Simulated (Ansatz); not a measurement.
A computed series for TiTe2: pressure series

Take TiTe2 in the CdI2 type structure (space group P-3m1, No. 164; layered, stacked along the Cartesian z axis) as the base.

```cif
data_Te2Ti
_chemical_formula_sum 'Ti1 Te2'
_space_group_name_H-M_alt 'P-3m1'
_space_group_IT_number 164
_space_group_name_Hall '-P 3 2"'
_cell_length_a 3.69700
_cell_length_b 3.69700
_cell_length_c 6.38417
_cell_angle_alpha 90.000
_cell_angle_beta 90.000
_cell_angle_gamma 120.000
loop_
_atom_site_label
_atom_site_type_symbol
_atom_site_symmetry_multiplicity
_atom_site_Wyckoff_symbol
_atom_site_fract_x
_atom_site_fract_y
_atom_site_fract_z
_atom_site_occupancy
Ti1 Ti 1 a 0.00000 0.00000 0.00000 1
Te1 Te 2 d 0.33333 0.66667 0.27109 1
```

Cell and atoms are relaxed at each pressure.

Level of theory: Ansatz (an electronic-structure program) PBE-D3(BJ), no spin-orbit coupling.

Notes on the quantities. enthalpy: H = E + PV relative to the base's energy.

| change | c/a ratio | enthalpy | lattice parameter a |
|---|---|---|---|
| base | 1.727 | – | 3.697 Å |
| pressure −2 GPa | 1.764 | -0.32 eV/atom | 3.751 Å |
| pressure −1 GPa | 1.739 | -0.16 eV/atom | 3.723 Å |
| pressure 3 GPa | 1.716 | +0.46 eV/atom | 3.632 Å |
| pressure 7 GPa | 1.719 | +1.03 eV/atom | 3.561 Å |
| pressure 15 GPa | 1.736 | +2.10 eV/atom | 3.452 Å |
| pressure 30 GPa | 1.768 | +3.93 eV/atom | 3.313 Å |
| pressure 50 GPa | 1.799 | +6.13 eV/atom | 3.192 Å |
| pressure 75 GPa | 1.828 | +8.65 eV/atom | 3.086 Å |
| pressure 100 GPa | 1.850 | +10.99 eV/atom | 3.006 Å |

Load acts through the strain it causes; cell and atoms are relaxed under it. Stability against distortions was not tested. Competing high-pressure phases were not computed. All final runs are without spin polarisation.
